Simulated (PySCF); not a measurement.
Worked example: self-consistent single point of Si (Fd-3m, 2 atoms in the cell) in PySCF.

Method: PBE, Gaussian basis gth-dzvp-molopt-sr, GTH pseudopotentials gth-pbe, FFT density fitting with multigrid in PySCF.

The change in words: lattice scaled by 0.98. Reference geometry:
```
CELL_PARAMETERS angstrom
      0.00000     2.72185     2.72185
      2.72185     0.00000     2.72185
      2.72185     2.72185     0.00000
ATOMIC_POSITIONS crystal
  Si 0.25000 0.25000 0.25000
  Si 0.00000 0.00000 0.00000
```

Reference input (self-consistent single point, DFT PBE, Gaussian basis gth-dzvp-molopt-sr, GTH pseudopotentials gth-pbe, FFT density fitting with multigrid): cell.basis = gth-dzvp-molopt-sr; cell.pseudo = gth-pbe; cell.ke_cutoff = 50 Ha; make_kpts mesh = 8 8 8; mf.xc = PBE; smearing.sigma = 0.00183747 Ha; smearing.method = fermi; solver class = KRKS; density fitting = multigrid_numint; mf.conv_tol = 1e-08 Ha; mf.max_cycle = 80; mf.diis_start_cycle = 5. This run's input differs from it in these lines:

```diff
@@ -4,5 +4,5 @@
 cell = gto.Cell()
-cell.a = np.array([[0, 2.72185, 2.72185],
-              [2.72185, 0, 2.72185],
-              [2.72185, 2.72185, 0]])
+cell.a = np.array([[0, 2.667413, 2.667413],
+              [2.667413, 0, 2.667413],
+              [2.667413, 2.667413, 0]])
 cell.atom = '''
```

Output, abridged:

```
init E= -7.82916305291466
    sigma = 0.00183747  Optimized mu = 0.260951814936  entropy = 0.00143443252579
nelec by numeric integration = 8.00000000000001
    Total E(T) = -7.87057374637342  Free energy = -7.87057638210016  E0 = -7.87057506423679
cycle= 1 E= -7.87057374637342  delta_E= -0.0414  |g|= 0.28  |ddm|= 56.6
    sigma = 0.00183747  Optimized mu = 0.260094191301  entropy = 0.0011447949099
nelec by numeric integration = 8.000000000000009
    Total E(T) = -7.87061686637476  Free energy = -7.87061896990107  E0 = -7.87061791813792
cycle= 2 E= -7.87061686637476  delta_E= -4.31e-05  |g|= 0.189  |ddm|= 0.218
   [... lines left out ...]
cycle= 7 E= -7.8706471201056  delta_E= -2.86e-08  |g|= 3.93e-05  |ddm|= 0.011
    sigma = 0.00183747  Optimized mu = 0.258748024408  entropy = 0.000762567871281
nelec by numeric integration = 8.00000000000001
    Total E(T) = -7.87064712007706  Free energy = -7.87064852127265  E0 = -7.87064782067485
cycle= 8 E= -7.87064712007706  delta_E= 2.85e-11  |g|= 3.44e-05  |ddm|= 0.000153
    sigma = 0.00183747  Optimized mu = 0.258748027287  entropy = 0.000762568552489
nelec by numeric integration = 8.000000000000012
    Total E(T) = -7.8706471200759  Free energy = -7.87064852127274  E0 = -7.87064782067432
Extra cycle  E= -7.8706471200759  delta_E= 1.16e-12  |g|= 3.23e-05  |ddm|= 0.000138
converged SCF energy = -7.8706471200759
electrons per cell = 8.000000
highest filled level = 0.248821 Ha, lowest empty level = 0.270269 Ha
```

The run converged in 8 iterations. Against the reference run the free energy goes up by 30.1 meV/atom and the gap on the mesh goes from 0.686 to 0.584 eV.

The starting cell comes from a database of computed structures (which also holds hypothetical and non-ambient phases and stackings), without a prior relaxation at this level. For this run, on top of that: lattice scaled by 0.98. Values carry the incompleteness of an atom-centred basis.

Cost on one core of a shared machine: roughly 2 min.
